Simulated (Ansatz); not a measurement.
**A constructed model of the (111)B surface of 3C silicon carbide, C-terminated, (√3x√3)R30° Si adatom at H3 (bottom of the slab: 3 H on 3 bottom sites)**

The numbers are results of r2SCAN, at the PBE geometry and the start's symmetry (plane waves to 500 eV, PAW; Ansatz, a program for electronic structure), not measurements.

Slab: 28 atoms, 10.6 Å thick at the start with caps and adatoms (thin: gaps and levels are the slab's own); k 6x6x1, smearing 0.025 eV, dipole-corrected; single point; on the structure that PBE left under its start's symmetry; spin-polarised, ending with about 1.0 μB a cell; orders that need a larger cell were not tried, no spin-orbit, no U. The program's check for a lower electronic state was not made. In PBE it is, or lies within 0.01 eV a 1x1 cell of, the lowest of the 2 structures of its composition computed so far; subsurface sites and larger cells were not tried.

```yaml
gap_of_the_slab_on_its_k_mesh: 1.15 eV
highest_filled_level_below_the_top_vacuum_level: 5.26 eV
magnetic_moment_of_the_cell: 1.00 μB
cost: around 8 core-minutes (rough)
```
